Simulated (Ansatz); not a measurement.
A computed series for Au: response to strain

The reference is Au in the fcc (Cu type) structure (space group Fm-3m, No. 225; a = 4.0829 Å; relaxed with 0.1 eV smearing). Axes: x, y, z lie along the cube axes.

Strains are applied to the cell and any free atomic positions relax; under biaxial strain the out-of-plane vector relaxes too.

The values are results of Ansatz (a quantum-chemistry and plane-wave program), PBEsol, PAW, cutoff 420 eV, without spin-orbit coupling, earlier PAW set, not measurements.

Notes on the quantities. energy relative to the base: free energy F.

```json
[
 {"variant": "base", "energy relative to the base": "0 meV/atom", "volume per atom": "17.02 Å³"},
 {"variant": "biaxial strain −2.58 %, plane normal [001], relaxed out of plane", "energy relative to the base": "+7.3 meV/atom", "volume per atom": "(withheld)"},
 {"variant": "biaxial strain −1.80 %, plane normal [001], relaxed out of plane", "energy relative to the base": "+3.3 meV/atom", "volume per atom": "16.91 Å³"},
 {"variant": "biaxial strain +1.97 %, plane normal [111], relaxed out of plane", "energy relative to the base": "+6.2 meV/atom", "volume per atom": "(withheld)"},
 {"variant": "isotropic strain +2.52 %", "energy relative to the base": "(withheld)", "volume per atom": "18.33 Å³"},
 {"variant": "isotropic strain +3.72 %", "energy relative to the base": "+97 meV/atom", "volume per atom": "18.99 Å³"},
 {"variant": "isotropic strain +3.89 %", "energy relative to the base": "(withheld)", "volume per atom": "19.08 Å³"},
 {"variant": "uniaxial strain ε_yy = −0.59 %", "energy relative to the base": "+0.4 meV/atom", "volume per atom": "16.91 Å³"},
 {"variant": "uniaxial strain ε_zz = +4.96 %", "energy relative to the base": "+23 meV/atom", "volume per atom": "17.86 Å³"},
 {"variant": "tensor shear ε_yz = +0.98 %", "energy relative to the base": "+0.8 meV/atom", "volume per atom": "17.01 Å³"}
]
```

**Question.** Complete the table.

**Answer.** 
- biaxial strain −2.58 %, plane normal [001], relaxed out of plane, volume per atom: 16.86 Å³
- biaxial strain +1.97 %, plane normal [111], relaxed out of plane, volume per atom: 17.23 Å³
- isotropic strain +2.52 %, energy relative to the base: +47 meV/atom
- isotropic strain +3.89 %, energy relative to the base: +105 meV/atom

Whether these cells are dynamically stable was not tested.
